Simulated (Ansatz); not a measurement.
**The (100) surface of rock-salt TiN in its 1x1 cell (cut with top plane N + Ti, bottom plane N + Ti), outermost plane spacing 2.12 Å in the ideal cut**

Method: PBE (plane waves to 420 eV, PAW; Ansatz, an electronic-structure program).

Slab: 4 atoms, N2Ti2, 2.1 Å thick at the start (thin: gaps and levels are the slab's own); k 12x12x1, smearing 0.1 eV, dipole-corrected; all atoms relaxed; symmetry of the start imposed; no spin, no spin-orbit, no U.

| Quantity | Result |
|---|---|
| surface energy (mean of both faces) | 1.32 J/m² |
| surface energy before relaxation | 1.48 J/m² |
| work function of the top face | 2.70 eV |
| energy released by relaxation | 0.18 eV |
| cost | very roughly 29 core-seconds |
